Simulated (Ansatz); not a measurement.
The parent structure is Cr in the bcc (W type) structure (space group Im-3m, No. 229; a = 2.848 Å; non-magnetic).

(Cell as relaxed with PBE.)

Levels (all Ansatz, a program for electronic structure, PAW): PBE (420 eV, no SOC); PBEsol (420 eV, no SOC).

Each level relaxes its own structure.

```
quantity                  PBE    PBEsol
-------------------  --------  --------
volume per atom      11.55 Å³  11.14 Å³
lattice parameter a   2.848 Å   2.814 Å
band gap                 zero      zero
```

PBE's volume per atom lies 0.41 Å³ above PBEsol's (3.6 %); PBE's lattice parameter a lies 0.034 Å above PBEsol's (1.2 %); the two agree on the band gap. Neither level is exact; PBEsol is the comparison here, not a measurement.

No phonon test of stability was made. Seeded moments were not kept for the base. The final runs are not spin-polarised. Real Cr is antiferromagnetic at low temperature and ambient pressure, an order that this cell doesn't hold.
